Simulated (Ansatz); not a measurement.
What pressure −2 GPa does to HfN

The parent structure is HfN in the rock salt structure (space group Fm-3m, No. 225; a = 4.548 Å).

Now apply this change: hydrostatic tension (pressure −2 GPa).

All numbers come from PBE (Ansatz, an electronic-structure program), spin-orbit coupling left out. Γ-centred 18×18×18 mesh, Fermi–Dirac width 0.05 eV.

The volume per atom increases by 0.09 Å³ (11.76 Å³ → 11.85 Å³) and the density falls by 0.10 g/cm³ to 13.49 g/cm³. The lattice parameter a increases by 0.012 Å, from 4.548 Å to 4.560 Å and the enthalpy H = E + PV relative to the base's energy amounts to -0.15 eV/atom. The band gap remains zero.

Cost of the whole job for the changed cell (relaxation, final SCF and bands): very roughly 30 core-seconds.

Load acts through the strain it causes; cell and atoms are relaxed under it. Whether these cells are dynamically stable was not tested. The final runs are not spin-polarised. An odd electron count without spin: HfN.
